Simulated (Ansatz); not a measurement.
Functionals compared on H2O on the 1x1 (111) surface of fcc Cu, one in a 2x2 cell, started at the site 'hollow Cu-Cu-Cu over Cu at depth 4.1 Å', in Ansatz (plane waves, PAW). The structure was relaxed with PBE; the other rows are single points on it, each with its references at the same level. Cutoff 420 eV (500 eV for r2SCAN).

Slab: 19 atoms, 6.2 Å thick at the start under the adsorbate (thin: gaps and levels are the slab's own); k 6x6x1, smearing 0.1 eV, dipole-corrected; 8 atoms held, the rest relaxed; no symmetry held; no spin, no spin-orbit, no U, no dispersion correction. At the end no host atom lies within bonding distance. In PBE it is, or lies within 0.03 eV of, the lowest of the starts that converged. These notes are the PBE run's. Adsorption energies are against H2O(g). A negative adsorption energy means that the adsorbate is more stable on the surface than in its reference.

```
functional  adsorption energy (eV)  work function of the top face (eV)  change of the work function (eV)         rough cost of the single point
----------  ----------------------  ----------------------------------  --------------------------------  -------------------------------------
PBE                          -0.15                                4.20                             -0.57                                      –
RPBE                             ?                                   ?                                 ?  about 5 core-minutes (a rough figure)
r2SCAN                       -0.26                                4.15                             -0.65         around 10 core-minutes (rough)
```

Some entries are withheld; supply them.


- RPBE, adsorption energy (eV): 0.01
- RPBE, work function of the top face (eV): 4.06
- RPBE, change of the work function (eV): -0.54

Ansatz is a first-principles code.
